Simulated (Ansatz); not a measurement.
We consider rock-salt LaTe, described by PBEsol in Ansatz (PAW).

A relaxed, unreconstructed slab of the (100) face has 8 atoms, two equal faces of 20.426 Å² each and an energy of -52262.7815 eV. A bulk cell of 4 atoms with the same orientation and in-plane k mesh has -26131.9892 eV. Energies are extrapolated to zero smearing.

Settings: plane-wave cutoff 500 eV, 10×10×1 k mesh (along the axes of the cell as run), Fermi–Dirac smearing 0.05 eV, scalar-relativistic PAW data made under PBE.

Worked out: γ = (E_slab − N E_bulk per atom)/2A = [-52262.7815 − 8 × (-26131.9892/4)]/(2 × 20.426) = 0.0293 eV/Å². With 16.022 J/m² per eV/Å² this is 0.47 J/m², or 0.60 eV per surface cell and face.

Ansatz is a quantum-chemistry and plane-wave program.
